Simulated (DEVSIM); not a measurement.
Device: W/Al2O3/SiO2/p-Si capacitor, at 450 K.

| layer (left to right) | material | thickness (nm) | Na (cm⁻³) |
|---|---|---|---|
| 1 | Al2O3 | 2.80 | - |
| 2 | SiO2 | 0.500 | - |
| 3 | Si | 11000 | 2.6e15 |

Metal gate on the left, work function 4.6 eV. Fixed charge at the semiconductor interface 0 cm⁻² (in units of +e); interface traps 2.4e11 cm⁻² eV⁻¹, uniform in energy, neutral level at 0.7 of the gap above the valence band.

This is a model device: material constants are rounded textbook-type values typed into the input, and sizes, dopings and lifetimes were drawn at random. Values at 300 K; Nc and Nv go as T^1.5, mobilities as T to minus their exponent, the gap by Varshni's rule with the affinity fixed.

```
parameter         Al2O3  SiO2        Si
----------------  -----  ----  --------
gap (eV)            6.8     9     1.124
affinity (eV)      1.35   0.9      4.05
permittivity          9   3.9      11.7
Nc (cm⁻³)             -     -   2.86e19
Nv (cm⁻³)             -     -    3.1e19
Varshni α (eV/K)      -     -  0.000473
Varshni β (K)         -     -       636
```

DEVSIM, 1D Poisson equation in equilibrium, Boltzmann statistics, complete ionisation; no quantum confinement or tunnelling. Metal contacts follow the ideal Schottky-Mott rule: no Fermi-level pinning, no interface dipoles.

Question: Tabulate band edges, carrier densities and field at 0.1 V on the gate.

Answer: Energies count from the Fermi level of the right contact; mesh points crowd at the junctions.

```
x (μm)    Ec (eV)  Ev (eV)  n (cm⁻³)  p (cm⁻³)  field (V/cm)
--------  -------  -------  --------  --------  ------------
0.000       3.150   -3.650     < 1e2     < 1e2         11000
0.001107    3.151   -3.649     < 1e2     < 1e2         11000
0.002206    3.152   -3.648     < 1e2     < 1e2         11000
0.003040    3.603   -5.396     < 1e2     < 1e2         24000
0.004425    0.456   -0.626    4.1e14    5.6e12         13000
0.007473    0.460   -0.622    3.8e14    6.2e12         13000
0.01501     0.469   -0.612    2.9e14    7.9e12         12000
0.04289     0.502   -0.579    1.3e14    1.8e13         11000
0.1005      0.559   -0.522    2.9e13    8.1e13          8800
0.2396      0.647   -0.434    3.0e12    7.8e14          4000
0.5754      0.692   -0.389    9.4e11    2.5e15           190
1.817       0.694   -0.388    8.9e11    2.6e15           ≈ 0
4.383       0.694   -0.388    8.9e11    2.6e15           ≈ 0
8.016       0.694   -0.388    8.9e11    2.6e15           ≈ 0
10.09       0.694   -0.388    8.9e11    2.6e15           ≈ 0
10.61       0.694   -0.388    8.9e11    2.6e15           ≈ 0
10.84       0.694   -0.388    8.9e11    2.6e15           ≈ 0
10.94       0.694   -0.388    8.9e11    2.6e15           ≈ 0
10.98       0.694   -0.388    8.9e11    2.6e15           ≈ 0
11.00       0.694   -0.388    8.9e11    2.6e15           ≈ 0
11.00       0.694   -0.388    8.9e11    2.6e15           ≈ 0
11.00       0.694   -0.388    8.9e11    2.6e15           ≈ 0
```
